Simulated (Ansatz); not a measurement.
We consider Ti₃Al (P6₃/mmc, No. 194), described by PBEsol in Ansatz (plane waves, PAW).

Numerical settings: plane-wave cutoff 520 eV, 12×12×12 k mesh, Fermi–Dirac smearing 0.05 eV, no spin polarisation, scalar-relativistic PAW data made under PBE.

Computed at the level's own relaxed cell.

Q: Estimate the lattice constant a, lattice parameter c and bulk modulus B0 that the calculation returns.

A: 
- lattice constant a = 5.687 Å
- lattice parameter c = 4.607 Å
- bulk modulus B0 = 122 GPa

The run finds no gap.

Note: the bulk modulus is −V dP/dV from two relaxed cells at ±2 % in volume.

Static lattice: no zero-point or thermal effects.

It cost about 7 core-minutes (a rough figure) of CPU time.

Ansatz is an electronic-structure program.
